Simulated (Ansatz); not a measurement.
**Effect of pressure 4.5 GPa on ZrN**

The reference is ZrN in the rock salt structure (space group Fm-3m, No. 225; a = 4.595 Å).

Perturbation: a hydrostatic pressure of 4.5 GPa.

Computed with Kohn–Sham DFT with the PBE functional, run in Ansatz (a program for electronic structure) with PAW and 420 eV plane waves, no spin-orbit coupling. k-mesh 17×17×17 (Γ-centred); smearing 0.05 eV (Fermi–Dirac).

```json
[
 {"quantity": "density", "base": "7.21 g/cm³", "changed": "7.33 g/cm³", "shift": "+0.126 g/cm³"},
 {"quantity": "lattice parameter a", "base": "4.595 Å", "changed": "4.568 Å", "shift": "-0.027 Å"},
 {"quantity": "shortest interatomic distance", "base": "2.297 Å", "changed": "2.284 Å", "shift": "-0.013 Å"},
 {"quantity": "enthalpy H = E + PV relative to the base's energy", "base": "–", "changed": "+0.34 eV/atom", "shift": "–"},
 {"quantity": "band gap", "base": "zero", "changed": "zero", "shift": "–"}
]
```

Load acts through the strain it causes; cell and atoms are relaxed under it. No phonon test of stability was made. All final runs are without spin polarisation. An odd electron count without spin: ZrN.
